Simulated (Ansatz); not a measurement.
## Short convergence ladders for Os (P6_3/mmc, 2 atoms in the cell)

```
CELL_PARAMETERS angstrom
      1.35817    -2.35243     0.00000
      1.35817     2.35243     0.00000
      0.00000     0.00000     4.29840
ATOMIC_POSITIONS crystal
  Os 0.33333 0.66667 0.25000
  Os 0.66667 0.33333 0.75000
```

Base method: PBE (plane waves, PAW; Ansatz, a program for electronic structure).

Base settings: basis.ecutwfc = 420 eV; kpoints.mp_grid.grid = 14 14 8; hamiltonian.xc = pbe; hamiltonian.pseudopotentials = {kind: paw} (the program's default PAW files); scf.occupations.method = fermi_dirac; scf.occupations.width = 0.1 eV.

Core times come from one kind of shared machine, to one figure; runs under 30 s give none.

**Zone-centre phonons against the cutoff**

In this ladder: phonons.method = dfpt.

The mesh stays at the base's, so the ladder's end is converged at best in this setting alone.

Frequencies are those of the unrelaxed cell, without the LO-TO term of polar crystals.

Only quantities that move along the ladder and can be compared are tabulated.

```csv
basis.ecutwfc,highest zone-centre frequency (cm⁻¹)
210 eV,133.3
250 eV,239.9
295 eV,238.2
355 eV,234.0
420 eV,234.1
505 eV,234.0
630 eV,234.0
```

Coarsest basis.ecutwfc that holds the highest zone-centre frequency within 1 cm⁻¹ of the last step, with all finer ones: 355 eV; the step before is off by 4.2 cm⁻¹.

**The q mesh of the phonons**

In this ladder: kpoints.mp_grid.grid = 12 12 12; phonons.method = dfpt.

Only quantities that move along the ladder and can be compared are tabulated.

Thermal sums run over frequencies interpolated from this q mesh.

```csv
phonons.qmesh,zero-point energy (meV/atom),vibrational free energy at 300 K (meV/atom),core time / last (rough)
1 1 1,25.04,-35.97,0.05
2 2 2,30.28,-19.81,0.2
3 3 3,32.99,-12.49,0.5
4 4 4,32.80,-12.62,1
```

Coarsest phonons.qmesh that holds the vibrational free energy at 300 K within 1 meV/atom of the last step, with all finer ones: 3 3 3; the step before is off by 7.2 meV/atom.

Coarsest phonons.qmesh that holds the zero-point energy within 0.5 meV/atom of the last step, with all finer ones: 3 3 3; the step before is off by 2.5 meV/atom.

On the base run: the starting cell has typed, rounded lattice constants, without a prior relaxation at this level. Its lattice was rescaled by up to half a per cent. Spin polarisation is off. In the base run, with a pressure of about 17 GPa the cell is away from its equilibrium volume at this level.

Keys are those of Ansatz 0.2.
